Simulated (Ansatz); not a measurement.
Here is the system:

```xyz
2
Lattice="2.9951 0.0000 0.0000 0.0000 2.9951 0.0000 0.0000 0.0000 2.9951" Properties=species:S:1:pos:R:3 pbc="T T T"
Al     0.0000     0.0000     0.0000
Ru     1.4975     1.4975     1.4975
```

Method: PBEsol, DFPT electron-phonon coupling, linearised Boltzmann equation (plane waves, PAW, scalar-relativistic; Ansatz, a quantum-chemistry and plane-wave program). Condition of this run: hydrostatic pressure -4 GPa (the target of the relaxation). Cell: relaxed with this functional, without spin-orbit coupling, then loaded as said.

Predict the intrinsic resistivity at 300 K.

7.2 μΩ·cm.

How long is the mean free path there?

8.4 nm, weighted by the current that each state carries. Wires not much wider than this gain resistivity from their walls.

A metal at this level (no band gap). Only scattering by harmonic phonons is included (no impurities, grain boundaries, electron-electron scattering or thermal expansion). Spin-orbit coupling is left out. Halving the electron mesh (28x28x28) moves the resistivity by up to 2 % at 300 K, the mean free path by up to 3 %. Smearing 0.20 eV; phonons on a 5x5x5 q mesh, which this run doesn't test.
